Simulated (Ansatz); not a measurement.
SnO2 (model structure, started from the brookite type, Pbca, No. 61, 24 atoms in the cell) was calculated with r²SCAN+rVV10 (plane waves, PAW; Ansatz, an electronic-structure program).

Settings: plane-wave cutoff 560 eV, 6×4×6 k mesh (along the axes of the cell as run), Fermi–Dirac smearing 0.01 eV, scalar-relativistic PAW data made under PBE.

Cell (relaxed at this level):

```
SnO2
1.0
    5.46654     0.00000     0.00000
    0.00000     9.61045     0.00000
    0.00000     0.00000     5.72576
Sn O
8 16
Direct
  0.14096   0.13008   0.89712
  0.64096   0.36992   0.10288
  0.35904   0.86992   0.39712
  0.85904   0.63008   0.60288
  0.85904   0.86992   0.10288
  0.35904   0.63008   0.89712
  0.64096   0.13008   0.60288
  0.14096   0.36992   0.39712
  0.82771   0.01324   0.84372
  0.32771   0.48676   0.15628
  0.67229   0.98676   0.34372
  0.17229   0.51324   0.65628
  0.17229   0.98676   0.15628
  0.67229   0.51324   0.84372
  0.32771   0.01324   0.65628
  0.82771   0.48676   0.34372
  0.46842   0.23502   0.87862
  0.96842   0.26498   0.12138
  0.03158   0.76498   0.37862
  0.53158   0.73502   0.62138
  0.53158   0.76498   0.12138
  0.03158   0.73502   0.87862
  0.96842   0.23502   0.62138
  0.46842   0.26498   0.37862
```

Question: Give the computed band gap.

Answer: 
- band gap: 2.07 eV

Note: the relaxation could raise the start's symmetry but not lower it, so the cell can be a saddle point.

Spin–orbit coupling is not included.

The computed numbers hold no vibrational or temperature effects.

The result took very roughly 4 core-minutes.

A model structure was made by putting elements into a prototype or built by hand; it is no filed structure, need not be a known phase, and can be a saddle point held by its symmetry.
